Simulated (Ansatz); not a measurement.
Data:

End structure of C on the 1x1 (0001) surface of hcp Ru, one in a 2x2 cell, started at the site 'hollow Ru-Ru-Ru over Ru at depth 2.1 Å':

```yaml
crystal:
  lattice:
    - [5.44280, 0.00000, 0.00000]
    - [-2.72140, 4.71360, 0.00000]
    - [0.00000, 0.00000, 25.50000]
  atoms:
    - { symbol: Ru, position: [0.33333, 0.16667, 0.37633] }
    - { symbol: Ru, position: [0.33333, 0.66667, 0.37633] }
    - { symbol: Ru, position: [0.83333, 0.16667, 0.37633] }
    - { symbol: Ru, position: [0.83333, 0.66667, 0.37633] }
    - { symbol: Ru, position: [0.16667, 0.33333, 0.45766] }
    - { symbol: Ru, position: [0.16667, 0.83333, 0.45766] }
    - { symbol: Ru, position: [0.66667, 0.33333, 0.45766] }
    - { symbol: Ru, position: [0.66667, 0.83333, 0.45766] }
    - { symbol: Ru, position: [0.33333, 0.16667, 0.54133] }
    - { symbol: Ru, position: [0.33372, 0.66686, 0.54304] }
    - { symbol: Ru, position: [0.83314, 0.16628, 0.54304] }
    - { symbol: Ru, position: [0.83314, 0.66686, 0.54304] }
    - { symbol: Ru, position: [0.15943, 0.34057, 0.62637] }
    - { symbol: Ru, position: [0.15943, 0.81887, 0.62637] }
    - { symbol: Ru, position: [0.68113, 0.34057, 0.62637] }
    - { symbol: Ru, position: [0.66667, 0.83333, 0.62299] }
    - { symbol: C, position: [0.33333, 0.16667, 0.66612] }
```

Model: 17-atom slab, 6.3 Å thick at the start under the adsorbate (thin: gaps and levels are the slab's own), 6x6x1 mesh, Fermi-Dirac 0.1 eV, dipole correction, 8 atoms held, the rest relaxed; start symmetry kept, larger cells not searched; no spin, no spin-orbit, no U, no dispersion correction. At the end it is bonded to 3 Ru. In PBE it is, or lies within 0.03 eV of, the lowest of the starts that converged.

A negative adsorption energy means that the adsorbate is more stable on the surface than in its reference.

### Question
Predict the change of the step from the bottom to the top vacuum level, against the clean slab from PBE run with Ansatz (a quantum-chemistry and plane-wave program).

### Answer
0.46 eV

### Question
Estimate the work function of the top face that PBE returns for this input.

### Answer
5.42 eV

### Question
Predict the change of the work function from PBE.

### Answer
0.43 eV

### Question
Give the adsorption energy against an atom of graphite at the level PBE.

### Answer
0.27 eV
